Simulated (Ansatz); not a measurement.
O interstitial (metastable alpha Ga2O3 host)

These are PBE, PAW (plane waves to 420 eV; Ansatz, a quantum-chemistry and plane-wave program) values and carry that method's errors. A 2×2×1 supercell of 120 sites was used; the energies come from a 2×2×2 Γ-centred sampling of its zone. Site at the start: void with 3O nearest. Energies of charged states are corrected for periodic images (point charge plus alignment at distant sites). Dielectric constants: PBE linear response of the host. Host gap at this level: 2.40 eV. Finite-size and sampling errors can reach tenths of an eV here. Levels are measured in PBE's own, too narrow, gap. Spin–orbit coupling is left out. Each state is the lowest found from its start.

Formation energies E_f are given with the Fermi level at the valence-band maximum. Chemical conditions: Ga-rich (Δμ(O) = -2.99 eV; only phases computed here count, gases as isolated molecules at 0 K); O-rich (Δμ(O) = 0.00 eV; only phases computed here count, gases as isolated molecules at 0 K). Reference phases: O: O2 molecule in a box.

The name describes the start; the neighbours show where the atoms ended.

Charges from +1 to −2 were run; one beyond them could lie lower near a band edge.

```json
[
 {"charge": "+1", "moment (μB)": "1.0", "point group": "C1", "largest move off a lattice site (Å)": "1.03", "neighbours of the last O atom of the defect at the end (Å)": "O 1.35, Ga 2.00, Ga 2.20, Ga 2.34, O 2.49", "image correction with alignment (eV)": "0.19", "E_f, Ga-rich (eV)": "5.33", "E_f, O-rich (eV)": "2.34", "above the lowest spin state (eV)": "0.00"},
 {"charge": "0", "moment (μB)": "0.0", "point group": "C2", "largest move off a lattice site (Å)": "0.75", "neighbours of the last O atom of the defect at the end (Å)": "O 1.48, Ga 1.94, Ga 2.07, O 2.38, Ga 2.44", "image correction with alignment (eV)": "0.00", "E_f, Ga-rich (eV)": "5.92", "E_f, O-rich (eV)": "2.93", "above the lowest spin state (eV)": "0.00"},
 {"charge": "0", "moment (μB)": "not spin-polarised", "point group": "C2", "largest move off a lattice site (Å)": "0.75", "neighbours of the last O atom of the defect at the end (Å)": "O 1.48, Ga 1.94, Ga 2.07, O 2.38, Ga 2.43", "image correction with alignment (eV)": "0.00", "E_f, Ga-rich (eV)": "5.92", "E_f, O-rich (eV)": "2.93", "above the lowest spin state (eV)": "0.00"},
 {"charge": "−1", "moment (μB)": "1.0", "point group": "C2", "largest move off a lattice site (Å)": "1.02", "neighbours of the last O atom of the defect at the end (Å)": "Ga 1.95, O 1.99, Ga 1.99, Ga 2.06, O 2.28", "image correction with alignment (eV)": "0.01", "E_f, Ga-rich (eV)": "8.69", "E_f, O-rich (eV)": "5.70", "above the lowest spin state (eV)": "0.00"},
 {"charge": "−2", "moment (μB)": "not spin-polarised", "point group": "C2", "largest move off a lattice site (Å)": "1.18", "neighbours of the last O atom of the defect at the end (Å)": "Ga 1.98, Ga 1.99, Ga 2.00, Ga 2.04", "image correction with alignment (eV)": "0.19", "E_f, Ga-rich (eV)": "10.46", "E_f, O-rich (eV)": "7.47", "above the lowest spin state (eV)": "0.00"}
]
```

Point groups are those of the whole cell at tolerances of 0.03 and 0.1 Å ("near" where only the looser one holds); none is given for unsettled states.

Starting moments that weren't kept: charge 0 began with 2 μB and ended with 0.0.

No other site or start that was run ended lower by more than 0.1 eV.

Transition levels above the valence-band maximum: ε(+1/0) = 0.59 eV; ε(0/−1) = 2.77 eV; ε(−1/−2) = 1.77 eV. On the lower envelope of the bound states, inside the gap: (+1/0) at 0.59 eV; (0/−2) at 2.27 eV; the others aren't thermodynamic.

Flagged in the runs: a doubtful potential alignment, a host whose relaxation on this sampling wasn't shown to rest, a strain field that reaches the edge of the cell.
